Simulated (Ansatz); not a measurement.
**Mg2Sn under a change: Sn → Ge**

Start from Mg2Sn (space group Fm-3m, No. 225; a = 6.746 Å).

The change: full substitution Sn → Ge, then cell and atoms are relaxed.

All numbers come from DFT with PBEsol, PAW potentials and a 420 eV plane-wave cutoff in Ansatz (a program for electronic structure), no SOC. Settings: 13×13×13 k-points, 0.05 eV Fermi–Dirac smearing, for the changed cell.

```tsv
quantity	base	changed	shift
density	3.62 g/cm³	3.12 g/cm³	-0.50 g/cm³
lattice parameter a	6.746 Å	6.364 Å	-0.382 Å
space group	Fm-3m (No. 225)	Fm-3m (No. 225)	–
shortest interatomic distance	2.921 Å	2.756 Å	-0.165 Å
band gap	zero	0.08 eV	–
gap character	absent	indirect, Γ → X	–
electron mass	–	0.55 mₑ along k, 0.18 mₑ across (at X)	–
```

Masses are band curvatures over ±0.01 Å⁻¹ around the edge. Along k means along the line from Γ to the band edge. No phonon test of stability was made. A zero or small gap of Mg2Ge can be the functional's error rather than a property of the material.
